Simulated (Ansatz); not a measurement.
We consider MnCl2 (R-3m, No. 166), described by r²SCAN+rVV10 (Ansatz, a first-principles code, PAW).

Settings: plane-wave cutoff 500 eV, 10×10×10 k mesh, Fermi–Dirac smearing 0.05 eV, spin-polarised start, scalar-relativistic PAW data made under PBE.

Computed at the level's own relaxed cell.

Problem. Give the computed volume per atom, equilibrium lattice constant a and c axis length.

Solution. 
volume per atom: 22.58 Å³/atom
equilibrium lattice constant a: 3.669 Å
c axis length: 17.431 Å

Note: the magnetic order was assumed, not searched for or taken from measurement.

Computed values are for the static lattice.

The result took about 7 core-minutes (a rough figure).
